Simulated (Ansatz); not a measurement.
Data:

End structure of a constructed model of the (111)B surface of zinc-blende AlP, P-terminated, 2x2 In adatom at H3 (bottom of the slab: 3 H on 4 bottom sites):

```xyz
44
Lattice="7.7899 0.0000 0.0000 -3.8949 6.7462 0.0000 0.0000 0.0000 32.5000" Properties=species:S:1:pos:R:3 pbc="T T T"
Al     1.8980     1.1530     9.5413
Al     5.8924     1.1533     9.5438
Al     0.0000     4.4403     9.5413
Al     3.8954     4.4978    10.1638
P      0.0009     2.2493    10.4598
P      3.8946     2.1936    10.4231
P     -1.8992     5.6497    10.4222
P      1.8995     5.6491    10.4231
Al     0.0000     2.2487    12.8198
Al     3.8949     2.2487    12.8198
Al    -1.9475     5.6219    12.8198
Al     1.9475     5.6219    12.8198
P      0.0000     0.0000    13.6148
P      3.8949     0.0000    13.6148
P     -1.9475     3.3731    13.6148
P      1.9475     3.3731    13.6148
Al     0.0002    -0.0030    15.9944
Al     3.8946    -0.0002    15.9962
Al    -1.9500     3.3748    15.9944
Al     1.9498     3.3745    16.0173
P      1.9468     1.1105    16.7958
P      5.8428     1.1246    16.7766
P     -0.0124     4.5039    16.7958
P      3.9072     4.5046    16.8019
Al     1.9474     1.0997    19.1858
Al     5.8422     1.1242    19.1620
Al    -0.0215     4.5097    19.1858
Al     3.9159     4.5096    19.1902
P      0.0015     2.2496    19.9134
P      3.8931     2.2488    19.9148
P     -1.9471     5.6221    20.1190
P      1.9466     5.6202    19.9148
Al     0.1332     2.3256    22.2863
Al     3.7610     2.3252    22.2874
Al    -1.9475     5.6218    22.6017
Al     1.9467     5.4677    22.2874
P     -0.0740     0.0424    23.0687
P      3.9683     0.0424    23.0704
P     -1.9477     3.2878    23.0687
P      1.9469     3.3728    23.3377
H      1.9330     1.1333     7.9518
H      5.8577     1.1332     7.9542
H      0.0005     4.4805     7.9518
In     5.8427     1.1246    24.5618
```

Slab: 44 atoms, 16.4 Å thick at the start with caps and adatoms; k 3x3x1, smearing 0.025 eV, dipole-corrected; 8 atoms held, the rest relaxed; symmetry of the start imposed; no spin, no spin-orbit, no U. In PBE it is, or lies within 0.01 eV a 1x1 cell of, the lowest of the 2 structures of its composition computed so far; subsurface sites and larger cells were not tried.

Predict the gap of the slab on its k-mesh from PBE (Ansatz, a quantum-chemistry and plane-wave program).

0.71 eV

Predict the highest filled level below the top vacuum level from PBE.

4.85 eV
